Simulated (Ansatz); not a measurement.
PbSe: response to strain

The parent structure is PbSe in the rock salt structure (space group Fm-3m, No. 225; a = 6.1780 Å).

Strains are applied to the cell and any free atomic positions relax.

Method: r2SCAN in Ansatz (plane waves to 500 eV, PAW, no spin-orbit coupling).

Notes on the quantities. energy relative to the base: free energy F.

| isotropic strain (%) | energy relative to the base (meV/atom) |
|---|---|
| 0 | 0.0 |
| 0.5 | 1.1 |
| 1 | 4.2 |
| 1.5 | 9.2 |
| 2 | ? |
| 2.5 | 24.6 |
| 3 | 34.8 |

**Question.** Fit ΔE = Aε² + Bε³ (ε in %) to the rows shown and predict the withheld row.

**Answer.** Least squares on the printed values gives A = 4.32 and B = -0.15 meV/atom (largest residual 0.0 meV/atom); this predicts 16.1 meV/atom, and the run gives 16.0 meV/atom, in agreement.

Whether these cells are dynamically stable was not tested.

Ansatz is a program for electronic structure.
